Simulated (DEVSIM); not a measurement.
**abrupt Si n-p junction**

Device: abrupt Si n-p junction, at 300 K.

```
layer (left to right)  material  thickness (μm)  Nd (cm⁻³)  Na (cm⁻³)   τn (s)   τp (s)
---------------------  --------  --------------  ---------  ---------  -------  -------
1                            Si           0.830     6.5e14          -  0.00025  0.00025
2                            Si            5.90          -     7.1e15  0.00025  0.00025
```

Left contact: ohmic. Right contact: ohmic. Voltage is applied to the left contact. Recombination: SRH at mid-gap, radiative, Auger. Mobility is μmin + (μ − μmin)/(1 + (N/Nref)^α).

Constants are typed, rounded textbook-type inputs, not results; the design itself was drawn at random and stands for no fabricated device. Values at 300 K.

| parameter | Si |
|---|---|
| gap (eV) | 1.124 |
| affinity (eV) | 4.05 |
| permittivity | 11.7 |
| Nc (cm⁻³) | 2.86e19 |
| Nv (cm⁻³) | 3.1e19 |
| μn (cm²/Vs) | 1417 |
| μp (cm²/Vs) | 470 |
| μn,min | 52 |
| μp,min | 45 |
| Nref,n | 9.7e16 |
| Nref,p | 2.2e17 |
| αn | 0.68 |
| αp | 0.72 |
| B (cm³/s) | 4.7e-15 |
| Cn (cm⁶/s) | 2.8e-31 |
| Cp (cm⁶/s) | 9.9e-32 |

Simulated with DEVSIM: 1D drift-diffusion, Boltzmann statistics, complete ionisation; no tunnelling, impact ionisation, image-force lowering or self-heating.

| Item | Result |
|---|---|
| Potential step across the device at zero bias | 0.631 V |
| Largest field in the device at zero bias | 11000 V/cm |
| Dark forward voltage at 1 A/cm² | 0.485 V |
| Dark forward voltage at 100 A/cm² | 0.729 V |

Dark forward current:

```tsv
V (V)	J (A/cm²)
-0.05	-2.4e-7
-0.10	-1.6e-6
-0.15	-9.9e-6
-0.20	-5.8e-5
-0.25	-0.00034
-0.30	-0.0019
-0.35	-0.011
-0.45	-0.32
-0.50	-1.6
-0.55	-6.6
-0.60	-19
-0.65	-42
-0.70	-75
-0.75	-120
-0.80	-190
-0.85	-260
-0.90	-360
-0.95	-470
-1.00	-600
-1.05	-730
-1.10	-880
-1.20	-1200
-1.25	-1300
-1.30	-1500
-1.35	-1700
-1.40	-1800
-1.45	-2000
-1.50	-2100
```
